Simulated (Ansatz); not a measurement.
We consider Ag₂O₃ (Fdd2, No. 43), described by r²SCAN (plane waves, PAW; Ansatz, an electronic-structure program).

Settings: plane-wave cutoff 500 eV, 12×12×12 k mesh, Fermi–Dirac smearing 0.05 eV, no spin polarisation, scalar-relativistic PAW data made under PBE.

Cell (relaxed at this level):

```xyz
10
Lattice="0.0000 6.4504 1.8480 5.2470 0.0000 1.8480 5.2470 6.4504 0.0000" Properties=species:S:1:pos:R:3 pbc="T T T"
Ag     4.0137     9.0758     1.8512
Ag     6.4803     3.8249     1.8512
Ag     3.8568     5.8507     2.7752
Ag     6.6372     7.0501     2.7752
O      7.6892     5.3886     2.3323
O      2.8047     7.5121     2.3323
O      5.4282     2.1634     1.4083
O      5.0657    10.7373     1.4083
O      5.2470     6.4504     1.5319
O      7.8705     9.6755     2.4559
```

Predict the band gap.


- band gap = 0.73 eV (on the SCF k mesh)

Spin–orbit coupling is not included.

Computing time: very roughly 40 core-minutes.
